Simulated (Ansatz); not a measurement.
An Ansatz (an electronic-structure program) run: a single point on Bi2Te2Se with a change (pressure 0.7 GPa), its geometry relaxed with r2SCAN+rVV10; HSE06 (Ansatz), no SOC.

Input:

Ansatz 0.2 input:
```yaml
crystal:
  lattice:
    - [2.1432342544, 1.2373968737, 10.1379048671]
    - [-2.1432342544, 1.2373968737, 10.1379048671]
    - [0, -2.4747937475, 10.1379048671]
  atoms:
    - { symbol: Bi, position: [0.6061794525, 0.6061794525, 0.6061794525] }
    - { symbol: Bi, position: [0.3938205475, 0.3938205475, 0.3938205475] }
    - { symbol: Te, position: [0.2150614047, 0.2150614047, 0.2150614047] }
    - { symbol: Te, position: [0.7849385953, 0.7849385953, 0.7849385953] }
    - { symbol: Se, position: [0, 0, 0] }
basis: { ecutwfc: 420, ecutrho_ratio: 4, xc_grid: 2, fft_grid_basis: typed }
kpoints: { mp_grid: { grid: [6, 6, 6] } }
hamiltonian:
  xc: hse06
  dispersion: none
  pseudopotentials: { kind: paw }
scf: { occupations: { method: fermi_dirac, width: 0.01 } }
output: { eigenvalues: true, eigenstates: { kpoints: [[0, 0, 0], [0.5, 0.5, 0.5], [0.5, 0, 0]] } }
```

Output (explanatory and most iteration lines left out):

```
Pseudopotential: Bi, paw, valence charge 15
Pseudopotential: Te, paw, valence charge 16
Pseudopotential: Se, paw, valence charge 16
Crystal: 5 atoms, lattice volume = 161.316 Å³
Basis set: ecut = 420 eV, 3147 PW (Γ), exchange–correlation on 144×144×144 points (8 copies of the dense FFT grid, shifted against one another)
Bands: 47, of which v1, the nominal top of the filled ones, is band 39 counted from 1 (38 counted from 0)
Symmetry: 12 space group operations
Space group: R-3m (ITA 166), of the structure as read, at distance tolerance 5.4e-5 Å
k-points: 32 of 216
Functional: x = pbe(κ = 0.804, μ = 0.2195149727645171), c = pbe(β = 0.06672455060314922), warm-up for x = pbe(κ = 0.804, μ = 0.2195149727645171) + 0.25 (exact …
SCF iter   1: F=—  HF=-44223.566081 eV  |F-HF|=—  |Δ(HF+E_count)|=         —  Δρ=1.05e-3  dr2=5.50e-3  ethr=1.77e-3  ⟨swp⟩=9.9  Hψ=6062  notcnv=1
SCF iter   2: F=—  HF=-44223.573577 eV  |F-HF|=—  |Δ(HF+E_count)|=   7.50e-3  Δρ=1.63e-3  dr2=4.95e-2  ethr=7.06e-6  ⟨swp⟩=6.4  Hψ=5509  notcnv=0  defer=25
SCF 1 stopped early in 6 iterations: F = -44223.568679 eV  dr2 = 6.84e-7
Crystal: 5 atoms, lattice volume = 161.316 Å³
Functional: x = pbe(κ = 0.804, μ = 0.2195149727645171) + 0.25 (exact − pbe) at short range (hse, ω = 0.20786987370883472 Å⁻¹), c = pbe(β = 0.06672455060314922); HSE06 as pw.x's `hse` composes it (authors' and Libxc's form: `xc: wpbeh`)
SCF iter   1: F=—  HF=-44241.319691 eV  |F-HF|=—  |Δ(HF+E_count)|=         —  Δρ=4.41e-3  dr2=3.98e-2  ethr=8.77e-9  ⟨swp⟩=11.8  Hψ=9858  notcnv=0
SCF iter   2: F=—  HF=-44241.312884 eV  |F-HF|=—  |Δ(HF+E_count)|=   6.81e-3  Δρ=2.39e-3  dr2=5.46e-2  ethr=8.77e-9  ⟨swp⟩=6.2  Hψ=7289  notcnv=0  defer=2
SCF 2 stopped early in 8 iterations: F = -44241.320227 eV  dr2 = 3.86e-6
Crystal: 5 atoms, lattice volume = 161.316 Å³
SCF iter   1: F=—  HF=-44241.320117 eV  |F-HF|=—  |Δ(HF+E_count)|=         —  Δρ=2.98e-5  dr2=1.37e-6  ethr=9.45e-7  ⟨swp⟩=3.1  Hψ=3048  notcnv=0
SCF iter   2: F=—  HF=-44241.320118 eV  |F-HF|=—  |Δ(HF+E_count)|=   1.66e-6  Δρ=1.95e-5  dr2=4.55e-7  ethr=1.59e-9  ⟨swp⟩=4.4  Hψ=5056  notcnv=0
SCF 3 converged in 4 iterations: F = -44241.320119 eV  dr2 = 5.27e-8
Free energy (F): -44241.320119 eV
Internal energy: -44241.320119 eV  (E = F + TS)
E sigma→0 (E₀):  -44241.320119 eV
Fermi energy:    9.116797 eV
```

Single points use the geometry relaxed with r2SCAN+rVV10. Spin-orbit coupling, missing from the scalar runs, can matter with Bi and Te. Load acts through the strain it causes; cell and atoms are relaxed under it. No phonon test of stability was made. The cell was made from Bi2Te2Se (space group R-3m, No. 166; a cell from a computed database, its experimental status unchecked) by this change: pressure 0.7 GPa.
